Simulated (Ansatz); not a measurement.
Results of B3LYP (VWN-RPA form) (Ansatz, an electronic-structure program, plane waves, PAW) for rock-salt NaH.

Run with plane-wave cutoff 460 eV, 10×10×10 k mesh, Fermi–Dirac smearing 0.01 eV, scalar-relativistic PAW data made under PBE.

Computed at the level's own relaxed cell.

```
CELL_PARAMETERS angstrom
      0.00000     2.40486     2.40486
      2.40486     0.00000     2.40486
      2.40486     2.40486     0.00000
ATOMIC_POSITIONS crystal
  Na 0.00000 0.00000 0.00000
  H  0.50000 0.50000 0.50000
```

**Question.** List the 5 lowest band energies at Γ above −25 eV (eV, relative to the valence band maximum), grouping those that round alike.

**Answer.** At Γ: -24.13 (×3), -3.81, 12.53.

Note: the run warned that its exchange threshold was loose for the stress.
